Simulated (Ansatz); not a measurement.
Start from GaAs in the zinc blende structure (space group F-43m, No. 216; a = 5.659 Å). Axes: x, y, z lie along the cube axes.

The values are results of Ansatz (an electronic-structure program) PBEsol, no spin-orbit coupling, not measurements.

Strains are applied to the cell and any free atomic positions relax; under biaxial strain the out-of-plane vector relaxes too.

One change was made to it. Results:

```tsv
quantity	base	after
energy relative to the base (free energy F)	0 meV/atom	+13 meV/atom
pressure (mean of the normal stresses, compression positive)	0.0 GPa	-2.0 GPa
volume per atom	22.65 Å³	23.37 Å³
band gap	0.42 eV	zero
```

### Question
Name the change that was made.
A) biaxial strain +3.00 %, plane normal [001], relaxed out of plane
B) biaxial strain +2.00 %, plane normal [001], relaxed out of plane
C) biaxial strain −2.50 %, plane normal [001], relaxed out of plane

### Answer
A, biaxial strain +3.00 %, plane normal [001], relaxed out of plane. For comparison, the band gap in the other runs: biaxial strain −2.50 %, plane normal [001], relaxed out of plane gives 0.52 eV; biaxial strain +2.00 %, plane normal [001], relaxed out of plane gives 0.12 eV.

Whether these cells are dynamically stable was not tested. All final runs are without spin polarisation. Gaps under 0.05 eV, about the width of the smearing, are given as zero. A zero or small gap of GaAs under biaxial strain +3.00 %, plane normal [001], relaxed out of plane and GaAs under biaxial strain +2.00 %, plane normal [001], relaxed out of plane can be the functional's error rather than a property of the material.
